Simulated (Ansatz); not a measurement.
Consider GaSb in the zinc blende structure (space group F-43m, No. 216; a = 6.1115 Å). Axes: x, y, z lie along the cube axes.

Now apply this change: the cell is compressed by 3.04 % along z with no lateral relaxation; the atoms relax in the strained cell.

Levels (all Ansatz, a first-principles code, PAW): PBEsol (420 eV, no spin-orbit coupling); r2SCAN (500 eV, spin-orbit coupling left out); HSE06 (420 eV, no spin-orbit coupling).

One geometry, relaxed with PBEsol, under each level:

```tsv
level	band gap	lowest conduction level above the VBM at special points	electron mass	hole mass	pressure
PBEsol	0.10 eV	Γ 0.10 eV; N 0.29 eV; M 0.54 eV; X 0.78 eV	–	–	1.69 GPa
r2SCAN	0.60 eV	Γ 0.60 eV; N 0.64 eV; M 0.80 eV; X 1.06 eV	0.034 mₑ along z, 0.040 mₑ across (at Γ)	0.033 mₑ along z, 0.23 mₑ across (at Γ)	2.41 GPa
HSE06	0.97 eV	Γ 0.98 eV; N 0.97 eV; M 1.11 eV	–	–	–
```

Single points use the geometry relaxed with PBEsol. Their cutoffs differ, which shifts pressures a little. Spin-orbit coupling, missing from the scalar runs, can matter with Sb. Masses are band curvatures over ±0.01 Å⁻¹ around the edge. Stability against distortions was not tested. The final runs are not spin-polarised. A zero or small gap of GaSb can be the functional's error rather than a property of the material. Labels are those of the standard path for the cell's own space group.
